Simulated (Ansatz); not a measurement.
System: GaBiO3 (Pm-3m, No. 221, 5 atoms in the cell; start mp-22979; idealised structure). Method: HSE06+SOC (plane waves, PAW; Ansatz, a quantum-chemistry and plane-wave program).

Run with plane-wave cutoff 460 eV, 6×6×6 k mesh, Fermi–Dirac smearing 0.01 eV, PAW data made under PBE.

Cell (relaxed with PBEsol):

```
CELL_PARAMETERS angstrom
      3.85018     0.00000     0.00000
      0.00000     3.85018     0.00000
      0.00000     0.00000     3.85018
ATOMIC_POSITIONS crystal
  Ga 0.50000 0.50000 0.50000
  Bi 0.00000 0.00000 0.00000
  O  0.50000 0.00000 0.50000
  O  0.00000 0.50000 0.50000
  O  0.50000 0.50000 0.00000
```

**Question.** Estimate the band gap, smallest direct gap on the k points sampled and Γ–Γ gap that the calculation returns.

**Answer.** 
- band gap = 2.03 eV (on the SCF k mesh) (indirect)
- smallest direct gap on the k points sampled = 2.40 eV
- Γ–Γ gap = 6.84 eV

Note: cell and atoms aren't relaxed at this level (pressure -0.5 GPa).

The result took around 16 core-minutes (rough).

A start named mp-… is a Materials Project structure, which need not be a measured phase.
